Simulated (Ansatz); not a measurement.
The structure below was relaxed with Kohn–Sham DFT with the PBE-D3(BJ) functional, run in Ansatz (a first-principles code) with PAW and 420 eV plane waves, scalar-relativistic without spin-orbit coupling, earlier PAW set, at pressure 5 GPa.

Space group R3m, hexagonal axes (No. 160); a = 3.117 Å, b = 3.117 Å, c = 17.099 Å, α = 90.00°, β = 90.00°, γ = 120.00°

```json
[
 {"atom": "Mo", "site": "3a", "symmetry": "3m", "x": "0.0000", "y": "0.0000", "z": "0.9999"},
 {"atom": "S", "site": "3a", "symmetry": "3m", "x": "0.0000", "y": "0.0000", "z": "0.2419"},
 {"atom": "S", "site": "3a", "symmetry": "3m", "x": "0.0000", "y": "0.0000", "z": "0.4248"}
]
```

Task: Write out a cell with all atoms.

Result: 
```xyz
9
Lattice="3.1167 0.0000 0.0000 -1.5584 2.6992 0.0000 0.0000 0.0000 17.0993" Properties=species:S:1:pos:R:3 pbc="T T T"
Mo     1.5584     0.8997     5.6987
S      0.0000     0.0000     4.1367
S      0.0000     1.7994     1.5647
Mo     0.0000     1.7994    11.3985
S      1.5584     0.8997     9.8364
S      0.0000     0.0000     7.2645
Mo     0.0000     0.0000    17.0982
S      0.0000     1.7994    15.5362
S      1.5584     0.8997    12.9642
```
This is the conventional cell.

Load acts through the strain it causes; cell and atoms are relaxed under it. Whether these cells are dynamically stable was not tested. No other phases were tried under pressure. The cell was made from MoS₂ in the 3R-MoS2 type structure (space group R3m, No. 160; layered, stacked along the Cartesian z axis) by this change: pressure 5 GPa.
